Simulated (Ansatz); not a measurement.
System: SiO2 (P4₁2₁2, No. 92). Method: r²SCAN (plane waves, PAW; Ansatz, a first-principles code).

Settings: plane-wave cutoff 560 eV, 8×8×6 k mesh (along the axes of the cell as run), Fermi–Dirac smearing 0.01 eV, scalar-relativistic PAW data made under PBE.

Shape and atoms are relaxed at each volume.

The direct gap at Γ against volume; x = 100 ln(V/14.286 Å³). One gap is withheld.

| V (Å³/atom) | x | gap (eV) |
|---|---|---|
| 13.714 | -4.09 | 6.436 |
| 14.000 | -2.02 | 6.393 |
| 14.286 | 0.00 | 6.352 |
| 14.571 | 1.98 | 6.312 |
| 14.857 | 3.92 | ? |

Fit a straight line to the rows shown, give the volume deformation potential and predict the withheld gap.

Means of the 4 rows: x̄ = -1.032, ȳ = 6.3733 eV. Σ(x − x̄)(y − ȳ) = -0.4178 and Σ(x − x̄)² = 20.465, so the slope is -0.0204 eV per unit of x, and dE_g/d ln V = -2.0 eV. At x = 3.92: 6.3733 + (-0.0204) × (3.92 − (-1.032)) = 6.272 eV. The run gives 6.272 eV, 0.000 eV below the line.
